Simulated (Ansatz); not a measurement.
System: AlAs (P6₃mc, No. 186, 4 atoms in the cell; start mp-8881; a measured phase of this formula has another space group). Method: HSE06+SOC (PAW; Ansatz, a program for electronic structure).

Excerpt of the program's output:

```
WARN output.stress: scf.exx.energy_threshold = 1e-6 eV is looser than the 4e-8 eV advised for a stress under a hybrid functional (1e-8 eV for each atom of the …
Crystal: 4 atoms, lattice volume = 91.336 Å³
Basis set: ecut = 460 eV, 2009 PW (Γ), exchange–correlation on 60×60×96 points (8 copies of the dense FFT grid, shifted against one another)
Bands: 44, of which v1, the nominal top of the filled ones, is band 36 counted from 1 (35 counted from 0)
Symmetry: 12 space group operations + 12 with time reversal
k-points: 36 of 324 (time reversal used)
Initial density: superposition of atomic densities (chi_scale 0.1, normalization cell, long waves kept (reshape's long-wave potential 0.00 eV rms))
Crystal: 4 atoms, lattice volume = 91.336 Å³
Initial density: handed on by an earlier stage of this run
Crystal: 4 atoms, lattice volume = 91.336 Å³
SCF 3 converged in 7 iterations: F = -10791.118716 eV  dr2 = 5.07e-11
Free energy (F): -10791.118716 eV
Internal energy: -10791.118716 eV  (E = F + TS)
E sigma→0 (E₀):  -10791.118716 eV
Fermi energy:    7.232190 eV
--- Stress (GPa, compression-positive) ---
        0.360523       0.000000       0.000000
        0.000000       0.360523       0.000000
        0.000000       0.000000       0.298300
  P = ⅓ Tr σ = 0.3398 GPa (3.398 kbar)
```

### Question
Write an input file that could have produced this run (the log leaves some choices open).

### Answer
One answer among several that fit: 
Ansatz 0.2 input:
```yaml
crystal:
  lattice:
    - [4.0031008713, 0.0, 0.0]
    - [-2.0015504357, 3.4667870485, 0.0]
    - [0.0, 0.0, 6.581423189]
  atoms:
    - { symbol: Al, position: [0.3333333333, 0.6666666667, 0.0007619999] }
    - { symbol: Al, position: [0.6666666667, 0.3333333333, 0.5007619999] }
    - { symbol: As, position: [0.3333333333, 0.6666666667, 0.3752380001] }
    - { symbol: As, position: [0.6666666667, 0.3333333333, 0.8752380001] }
basis:
  ecutwfc: 460
  ecutrho_ratio: 4
  xc_grid: 2
kpoints:
  mp_grid: { grid: [9, 9, 4] }
  band_path: { path: [[0, 0, 0], [0.0, -0.5, 0.372396]], npoints: 1 }
hamiltonian:
  xc: hse06
  dispersion: none
  pseudopotentials: { kind: paw }
scf:
  occupations: { method: fermi_dirac, width: 0.01 }
  convergence: { dr2_threshold: 0.0000000004 }
output:
  forces: true
  stress: true
  eigenvalues: true
  write_bands: true
magnetization:
  noncollinear: true
  spin_orbit: true
```

The PAW data were made under PBE.

Note: cell and atoms aren't relaxed at this level (pressure 0.3 GPa).

The result took roughly 40 core-minutes.

A start named mp-… is a Materials Project structure, which need not be a measured phase.
